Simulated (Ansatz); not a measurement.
# Effect of biaxial strain −1.23 %, plane normal [001], relaxed out of plane on Ti

Base system: Ti in the hcp (Mg type) structure (space group P6_3/mmc, No. 194; a = 2.9359 Å, c = 4.6366 Å). Axes: x lies along a and z along c of the hexagonal cell.

Perturbation: compressive biaxial strain of 1.23 % in the plane normal to [001], as in epitaxy on a mismatched substrate; the out-of-plane cell vector and the atoms relax.

The values are results of r2SCAN (Ansatz, a quantum-chemistry and plane-wave program; PAW; 500 eV plane waves; no SOC), not measurements. Settings: 18×18×10 k-points, 0.05 eV Fermi–Dirac smearing.

Volume per atom: 17.05 Å³ (base 17.31 Å³)
Space group: P6_3/mmc (No. 194) (base P6_3/mmc (No. 194))
Shortest interatomic distance: 2.878 Å (base 2.872 Å)
Pressure (mean of the normal stresses, compression positive): 1.8 GPa (base 0.0 GPa)
Band gap: zero (base zero)
Out-of-plane strain: +0.99 % (rough)

Final structure (turned so that z lies along the plane normal):

```yaml
crystal:
  lattice:
    - [2.89977, 0.00000, 0.00000]
    - [1.44988, 2.51127, 0.00000]
    - [0.00000, 0.00000, 4.68231]
  atoms:
    - { symbol: Ti, position: [0.33333, 0.33333, 0.75000] }
    - { symbol: Ti, position: [0.66667, 0.66667, 0.25000] }
```

Without a gap, meshes like the base's 18×18×10 leave anisotropic stresses uncertain by several tenths of a GPa, and small strain energies with them. Stability against distortions was not tested. The final runs are not spin-polarised.
